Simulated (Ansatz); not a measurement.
Base system: AgI in the wurtzite structure (space group P6_3mc, No. 186).

```yaml
crystal:
  lattice:
    - [4.56021, 0.00000, 0.00000]
    - [-2.28011, 3.94926, 0.00000]
    - [0.00000, 0.00000, 7.45046]
  atoms:
    - { symbol: Ag, position: [0.66667, 0.33333, 0.00017] }
    - { symbol: Ag, position: [0.33333, 0.66667, 0.50017] }
    - { symbol: I, position: [0.66667, 0.33333, 0.62503] }
    - { symbol: I, position: [0.33333, 0.66667, 0.12503] }
```

Cartesian axes are those of the cell as printed.

Computed with DFT with PBEsol, PAW potentials and a 420 eV plane-wave cutoff in Ansatz (a quantum-chemistry and plane-wave program), no SOC.

For the base:

| Quantity | Result |
|---|---|
| Gap character | direct at Γ |
| Electron mass | 0.15 mₑ along c, 0.16 mₑ across (at Γ) |
| Valence-band top at Γ | 0.00, 0.00, -0.07 eV |

The change: tensile biaxial strain of 0.44 % in the plane normal to [001], as in epitaxy on a mismatched substrate; the out-of-plane cell vector and the atoms relax.

**Question.** How does this affect the gap character?

**Answer.** The gap character is still direct at Γ.

**Question.** Predict the new electron mass.

**Answer.** The electron mass changes from 0.15 mₑ along c, 0.16 mₑ across (at Γ) to 0.15 mₑ (at Γ).

**Question.** What does the calculation give for the out-of-plane strain after the change?

**Answer.** The out-of-plane strain is -0.51 %.

**Question.** What does the calculation give for the valence-band top at Γ after the change?

**Answer.** The valence-band top at Γ (three highest levels, from the VBM) stays 0.00, 0.00, -0.07 eV.

Spin-orbit coupling, missing from the scalar runs, can matter with I. Masses are band curvatures over ±0.01 Å⁻¹ around the edge. Stability against distortions was not tested.
